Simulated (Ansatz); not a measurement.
Input and output of a self-consistent single point for the (110) slab of CaPd (cut from a parent of space group no. 221; 8 atoms in the cell) (Ansatz, a program for electronic structure).

Level of theory: LDA (PW92), default PAW files made with PBE (plane waves; Ansatz).

```yaml
crystal:
  lattice:
    - [3.51621, 0.00000, 0.00000]
    - [0.00000, 4.97267, 0.00000]
    - [0.00000, 0.00000, 21.45901]
  atoms:
    - { symbol: Ca, position: [0.00000, 0.00000, 0.32620] }
    - { symbol: Pd, position: [0.50000, 0.50000, 0.32620] }
    - { symbol: Ca, position: [0.00000, 0.50000, 0.44207] }
    - { symbol: Pd, position: [0.50000, 0.00000, 0.44207] }
    - { symbol: Ca, position: [0.00000, 0.00000, 0.55793] }
    - { symbol: Pd, position: [0.50000, 0.50000, 0.55793] }
    - { symbol: Ca, position: [0.00000, 0.50000, 0.67380] }
    - { symbol: Pd, position: [0.50000, 0.00000, 0.67380] }
```

Reference input (self-consistent single point, DFT, LDA (PW92), plane waves, default PAW files made with PBE): basis.ecutwfc = 420 eV; kpoints.mp_grid.grid = 7 4 1; hamiltonian.xc = lda; hamiltonian.pseudopotentials = {kind: paw} (the program's default PAW files); scf.occupations.method = fermi_dirac; scf.occupations.width = 0.1 eV. This run's input differs from it in these lines:

Ansatz 0.2 input:
```diff
@@ -16,3 +16,3 @@
 basis:
-  ecutwfc: 420.0
+  ecutwfc: 250.0
 kpoints:
```

The program printed (abridged):

```
SCF iter   1: F=—  HF=-34463.635354 eV  |F-HF|=—  |Δ(HF+E_count)|=         —  Δρ=2.79e-2  dr2=2.12e0  ethr=1.77e-3  ⟨swp⟩=12.2  Hψ=4285  notcnv=0
all-band conjugate gradients solve this SCF's bands
preconditioner: auto → LDOS
SCF iter   2: F=—  HF=-34464.556118 eV  |F-HF|=—  |Δ(HF+E_count)|=   9.21e-1  Δρ=4.19e-2  dr2=7.21e0  ethr=1.77e-3  ⟨swp⟩=2.2  Hψ=1769  notcnv=0  recentre
   [... lines left out ...]
SCF iter   6: F=—  HF=-34463.021911 eV  |F-HF|=—  |Δ(HF+E_count)|=   4.50e-6  Δρ=6.44e-5  dr2=1.99e-5  ethr=9.85e-8  ⟨swp⟩=2.0  Hψ=1140  notcnv=0
SCF iter   7: F=—  HF=-34463.021891 eV  |F-HF|=—  |Δ(HF+E_count)|=   2.04e-5  Δρ=1.73e-5  dr2=1.64e-6  ethr=1.78e-8  ⟨swp⟩=2.0  Hψ=1097  notcnv=0
SCF iter   8: F=—  HF=-34463.021891 eV  |F-HF|=—  |Δ(HF+E_count)|=   2.43e-7  Δρ=4.77e-6  dr2=1.95e-7  ethr=1.46e-9  ⟨swp⟩=2.0  Hψ=1126  notcnv=0
SCF iter   9: F=-34463.021891 eV  HF=-34463.021891 eV  |F-HF|=1.82e-10  |Δ(HF+E_count)|=   2.37e-8  Δρ=1.56e-6  dr2=1.47e-8  ethr=8.93e-11  ⟨swp⟩=7.3  Hψ=3095  notcnv=0
SCF 1 converged in 9 iterations: F = -34463.021891 eV  dr2 = 1.47e-8
Free energy (F): -34463.021891 eV
Internal energy: -34462.918748 eV  (E = F + TS)
E sigma→0 (E₀):  -34462.970319 eV
Entropy (-TS):   -0.103143 eV (-12.893 meV/atom)
Fermi energy:    3.287885 eV
--- Forces (eV/Å), atoms counted from 1 ---
  atom   1  Ca     0.00000000    -0.00000000     0.15419950
  atom   2  Pd     0.00000000     0.00000000     0.72127994
  atom   3  Ca     0.00000000     0.00000000    -0.20768997
  atom   4  Pd     0.00000000    -0.00000000    -0.11915371
  atom   5  Ca    -0.00000000    -0.00000000     0.20768997
  atom   6  Pd    -0.00000000     0.00000000     0.11915371
  atom   7  Ca     0.00000000    -0.00000000    -0.15419950
  atom   8  Pd    -0.00000000     0.00000000    -0.72127994
--- Stress (GPa, compression-positive) ---
       -3.147552      -0.000000       0.000000
       -0.000000      -4.035263       0.000000
        0.000000       0.000000      -2.421506
  P = ⅓ Tr σ = -3.2014 GPa (-32.014 kbar)
  The stress holds the Pulay correction. Without it, at fixed plane waves, as pw.x and ABINIT print it: P = -27.1878 GPa
```

The run converged in 9 iterations. Against the reference run the free energy goes up by 1.08 eV/atom and the largest force moves little (0.729 to 0.721 eV/Å).

The starting cell comes from a database of computed structures (which also holds hypothetical and non-ambient phases and stackings), without a prior relaxation at this level. The slab is cut from that crystal, and its faces are unrelaxed. Its lattice was rescaled by up to half a per cent. Spin polarisation is off. The cutoff lies below the one recommended for these files.
